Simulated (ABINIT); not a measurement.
Band structure of TlBr (Pm-3m, 2 atoms in the cell).

```yaml
crystal:
  lattice:
    - [3.99000, 0.00000, 0.00000]
    - [0.00000, 3.99000, 0.00000]
    - [0.00000, 0.00000, 3.99000]
  atoms:
    - { symbol: Tl, position: [0.00000, 0.00000, 0.00000] }
    - { symbol: Br, position: [0.50000, 0.50000, 0.50000] }
```

Level of theory: PBE, norm-conserving pseudopotentials (PseudoDojo nc-sr-05 PBE standard) (plane waves; ABINIT).

Settings: pseudos = [Tl.upf, Br.upf]; ecut = 30 Ha; occopt = 3; tsmear = 0.02 eV; ngkpt = 8 8 8; nshiftk = 1; shiftk = 0 0 0; potentials = PseudoDojo nc-sr-05 PBE standard; kptopt = 1; nstep = 100; tolvrs1 = 1e-12; ndtset = 2; getden2 = 1.

The starting cell has typed, rounded lattice constants, without a prior relaxation at this level. Spin-orbit coupling is off.

Question: Predict the gap along the standard path and the places of the band edges.

Answer: The gap along the path is 1.88 eV, direct at X to within 0.01 eV.

Levels in eV from the top of the valence band on the SCF mesh, bands 7 to 14:
| point | 7 | 8 | 9 | 10 | 11 | 12 | 13 | 14 |
|---|---|---|---|---|---|---|---|---|
| Γ | -4.63 | -1.27 | -1.27 | -1.27 | 7.04 | 7.04 | 7.20 | 7.20 |
| X | -5.49 | -0.77 | -0.77 | 0.00 | 1.88 | 5.77 | 5.77 | 8.05 |
| M | -3.73 | -2.87 | -2.87 | -0.69 | 4.87 | 4.87 | 7.36 | 7.71 |
| R | -2.76 | -1.88 | -1.88 | -1.88 | 2.18 | 2.18 | 2.18 | 12.77 |
